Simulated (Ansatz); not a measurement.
Ge2Sb2TeSe4 (model structure, P-3m1, No. 164, 9 atoms in the cell), treated with r²SCAN+SOC (Ansatz, a first-principles code, plane waves, PAW).

From the output:

```
Crystal: 9 atoms, lattice volume = 234.904 Å³
Basis set: ecut = 560 eV, 7079 PW (Γ), exchange–correlation on 96×96×405 points (27 copies of the dense FFT grid, shifted against one another)
Bands: 166, of which v1, the nominal top of the filled ones, is band 138 counted from 1 (137 counted from 0)
Symmetry: 12 space group operations + 12 with time reversal
k-points: 138 of 1296
Initial density: superposition of atomic densities (chi_scale 0.1, normalization cell, long waves of neutral atoms (reshape's long-wave potential 3.12 eV rms, cloud 2.59 Å wide))
Functional: x = r2scan, c = r2scan; τ floored in thin density (d = 2e-4 eV/Å³)
spin=Noncollinear: Kerker preconditioning applied to the charge; magnetization (m_x, m_y, m_z) channels mix plain (no charge-response kernel on spin).
SCF 1 converged in 16 iterations: F = -50460.991477 eV  dr2 = 2.33e-10
SCF converged after 16 iterations
Free energy (F): -50460.991477 eV
Internal energy: -50460.986142 eV  (E = F + TS)
E sigma→0 (E₀):  -50460.988810 eV
Fermi energy:    9.313434 eV
--- Forces (eV/Å), atoms counted from 1 ---
  atom   1  Ge     0.00000000     0.00000000     0.18273273
  atom   2  Ge    -0.00000000    -0.00000000    -0.18273273
  atom   3  Sb     0.00000000     0.00000000     0.07595479
  atom   4  Sb    -0.00000000    -0.00000000    -0.07595479
  atom   5  Te     0.00000000    -0.00000000     0.00000000
  atom   6  Se     0.00000000     0.00000000    -0.01779588
  atom   7  Se    -0.00000000    -0.00000000     0.01779588
  atom   8  Se    -0.00000000    -0.00000000    -0.36743954
  atom   9  Se     0.00000000     0.00000000     0.36743954
--- Stress (GPa, compression-positive) ---
        0.582174      -0.000000      -0.000000
       -0.000000       0.582174      -0.000000
       -0.000000      -0.000000       0.732860
  P = ⅓ Tr σ = 0.6324 GPa (6.324 kbar)
```

Task: Write an input file that could have produced this run (the log leaves some choices open).

Result: Several could match; the one computed here: 
Ansatz 0.2 input:
```yaml
crystal:
  lattice:
    - [4.0094934851, 0.0, 0.0]
    - [-2.0047467425, 3.4723232144, 0.0]
    - [0.0, 0.0, 16.87256956]
  atoms:
    - { symbol: Ge, position: [0.0, 0.0, 0.3477973334] }
    - { symbol: Ge, position: [0.0, 0.0, 0.6522026666] }
    - { symbol: Sb, position: [0.3333333333, 0.6666666667, 0.1241366156] }
    - { symbol: Sb, position: [0.6666666667, 0.3333333333, 0.8758633844] }
    - { symbol: Te, position: [0.0, 0.0, 0.0] }
    - { symbol: Se, position: [0.3333333333, 0.6666666667, 0.7826312979] }
    - { symbol: Se, position: [0.6666666667, 0.3333333333, 0.2173687021] }
    - { symbol: Se, position: [0.3333333333, 0.6666666667, 0.4237037691] }
    - { symbol: Se, position: [0.6666666667, 0.3333333333, 0.5762962309] }
basis:
  ecutwfc: 560
  ecutrho_ratio: 4
  xc_grid: 3
kpoints:
  mp_grid: { grid: [18, 18, 4] }
hamiltonian:
  xc: r2scan
  dispersion: none
  pseudopotentials: { kind: paw }
scf:
  occupations: { method: fermi_dirac, width: 0.05 }
  convergence: { dr2_threshold: 0.0000000009 }
output:
  forces: true
  stress: true
  eigenvalues: true
magnetization:
  noncollinear: true
  spin_orbit: true
```

The PAW data were made under PBE.

Note: the relaxation could raise the start's symmetry but not lower it, so the cell can be a saddle point. Note: cell and atoms aren't relaxed at this level (largest force component 0.37 eV/Å, pressure 0.6 GPa).

A model structure was made by putting elements into a prototype or built by hand; it is no filed structure, need not be a known phase, and can be a saddle point held by its symmetry.
